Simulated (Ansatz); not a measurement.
FeNi3: pressure series

The parent structure is FeNi3 in the Cu3Au type structure (space group Pm-3m, No. 221; a = 3.544 Å; ferromagnetic).

Cell and atoms are relaxed at each pressure.

Computed with PBE/PAW in Ansatz (a program for electronic structure), without spin-orbit coupling.

Notes on the quantities. enthalpy: H = E + PV relative to the base's energy.

| case | shortest interatomic distance | enthalpy |
|---|---|---|
| base | 2.506 Å | – |
| pressure −2 GPa | ? | -0.14 eV/atom |
| pressure −1 GPa | 2.511 Å | -0.07 eV/atom |
| pressure 0.3 GPa | 2.505 Å | +0.02 eV/atom |
| pressure 0.7 GPa | ? | +0.05 eV/atom |
| pressure 1.5 GPa | 2.500 Å | +0.10 eV/atom |
| pressure 3 GPa | 2.494 Å | +0.21 eV/atom |
| pressure 5 GPa | ? | +0.34 eV/atom |
| pressure 7.5 GPa | 2.477 Å | +0.51 eV/atom |
| pressure 10 GPa | 2.468 Å | +0.68 eV/atom |

Question: What belongs in the blanks?

Answer: 
- pressure −2 GPa, shortest interatomic distance: 2.515 Å
- pressure 0.7 GPa, shortest interatomic distance: 2.503 Å
- pressure 5 GPa, shortest interatomic distance: 2.486 Å

The magnetic state is the one reached from the starting moments; the real material's order can differ, and small cells can't hold many antiferromagnetic ones. Load acts through the strain it causes; cell and atoms are relaxed under it. No phonon test of stability was made. No other phases were tried under pressure.
